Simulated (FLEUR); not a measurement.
Worked example: self-consistent single point of NaAsF6 (Fm-3m, 8 atoms in the cell) in FLEUR.

Method of the run: LDA (Perdew-Zunger), all-electron FLAPW (FLEUR), scalar-relativistic valence run with FLEUR.

```
NaAsF6
1.0
    0.00000     3.96592     3.96592
    3.96592     0.00000     3.96592
    3.96592     3.96592     0.00000
Na As F
1 1 6
Direct
  0.50000   0.50000   0.50000
  0.00000   0.00000   0.00000
  0.78163   0.78163   0.21837
  0.21837   0.21837   0.78163
  0.21837   0.78163   0.78163
  0.78163   0.21837   0.21837
  0.78163   0.21837   0.78163
  0.21837   0.78163   0.21837
```

Reference input (self-consistent single point, DFT, PBEsol, all-electron FLAPW (FLEUR), scalar-relativistic valence): Kmax = 4.8 1/bohr; GmaxXC = 19.2 1/bohr; xcFunctional = PBEs; jspins = 1; l_soc = F; mode = hist; fermiSmearingEnergy = 0.0001 Htr; mesh (inpgen div1-3) = 4 4 4; inpgen gamma flag = true; Gmax = 19.2 1/bohr; numbands = 0; maxIterBroyd = 25. This run's input differs from it in these lines:

```diff
@@ -20,3 +20,3 @@
 &comp jspins=1 /
-&exco xctyp='PBEs' /
+&exco xctyp='pz' /
 &kpt div1=4 div2=4 div3=4 gamma=t /
@@ -33,3 +33,3 @@
       <coreElectrons ctail="T" frcor="F" kcrel="0" coretail_lmax="0"/>
-      <xcFunctional name="PBEs" relativisticCorrections="F"/>
+      <xcFunctional name="pz" relativisticCorrections="F"/>
       <magnetism jspins="1"/>
```

Log, with long lists cut:

```
 Iteration:     1   Distance:      14.67800622 me/bohr^3
 Iteration:     2   Distance:      13.72229391 me/bohr^3
 Iteration:     3   Distance:       8.77456219 me/bohr^3
 Iteration:     4   Distance:       3.33306671 me/bohr^3
 Iteration:     5   Distance:       1.37657790 me/bohr^3
   [... 7 lines left out ...]
 Iteration:    13   Distance:       0.00086208 me/bohr^3
 Iteration:    14   Distance:       0.00007615 me/bohr^3
 Iteration:    15   Distance:       0.00003785 me/bohr^3
 Iteration:    16   Distance:       0.00000324 me/bohr^3
 Reset of history
 Run finished successfully
 Stop message:
   Structural relaxation: new displacements generated

[file out, last iteration]
             iter=     17
[...]
          total density-effective poten   -4.7462487903E+03
          total charge density-energy d   -1.5321788091E+02
 Updated energy parameters for spin:           1
[...]
 fermi energy and band-weighting factors:
    0.756904    0.756904    0.756904

[...]
FERMIE:
          first approx. to ef    (T=0)  :   0.043767 htr   (energy of the highest occ. eigenvalue)
          number of occ. states  (T=0)  :        264
          first approx. to seigv (T=0)  : -29.859052 htr
          sum of weights of occ. states :  33.000000
          sum of semicore charge        :   0.000000 e
FERHIS:  Fermi-Energy by histogram:
          bandgap                     :   0.200160 htr
   [... lines left out ...]
          charge neutrality (T=0)     :   0.000000    (zero if the highest occ. eigenvalue is "entirely" occupied)
 Direct bandgap for spin            1 :   0.20015984887136598       Htr
 ---->    free energy=                     -3015.4053295650 htr
   [... lines left out ...]
 TOTAL FORCE FOR ATOM TYPE=  1  X=  7.495   Y=  7.495   Z=  7.495
                       FX_TOT= 0.000000 FY_TOT= 0.000000 FZ_TOT= 0.000000
 TOTAL FORCE FOR ATOM TYPE=  2  X=  0.000   Y=  0.000   Z=  0.000
                       FX_TOT= 0.000000 FY_TOT= 0.000000 FZ_TOT= 0.000000
 TOTAL FORCE FOR ATOM TYPE=  3  X=  0.000   Y=  0.000   Z= -3.273
                       FX_TOT= 0.000000 FY_TOT= 0.000000 FZ_TOT=-0.012645
```

The run converged in 16 iterations. FLEUR gives forces in its relaxation mode, with a further iteration, so its stop message speaks of a relaxation. 

The starting cell comes from a database of computed structures (which also holds hypothetical and non-ambient phases and stackings), without a prior relaxation at this level. Its lattice was rescaled by a random factor within 2.5 % of one. Values depend on the basis (sphere radii, cutoffs, local orbitals), which need not be converged.

These are the values that this program gave, and no reference: the default basis lacks the next d shell.

Cost on one core of a shared machine: roughly 5 min.
